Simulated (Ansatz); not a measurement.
Consider Mo in the bcc (W type) structure (space group Im-3m, No. 229; a = 3.151 Å; relaxed with 0.1 eV smearing).

Level of theory: r2SCAN (Ansatz, a quantum-chemistry and plane-wave program; PAW; 500 eV plane waves; no SOC).

Strains are applied to the cell and any free atomic positions relax.

One change was made to it. Results:

| quantity | base | after |
|---|---|---|
| energy relative to the base (free energy F) | 0 meV/atom | +3.0 meV/atom |
| pressure | 0.0 GPa | 4.2 GPa |

Which of these changes matches the shifts?
A) isotropic strain −0.50 %
B) isotropic strain −3.00 %
C) isotropic strain −1.50 %

A, isotropic strain −0.50 %. For comparison, the energy relative to the base in the other runs: isotropic strain −1.50 % gives +28 meV/atom; isotropic strain −3.00 % gives +118 meV/atom.

Stability against distortions was not tested. All final runs are without spin polarisation.
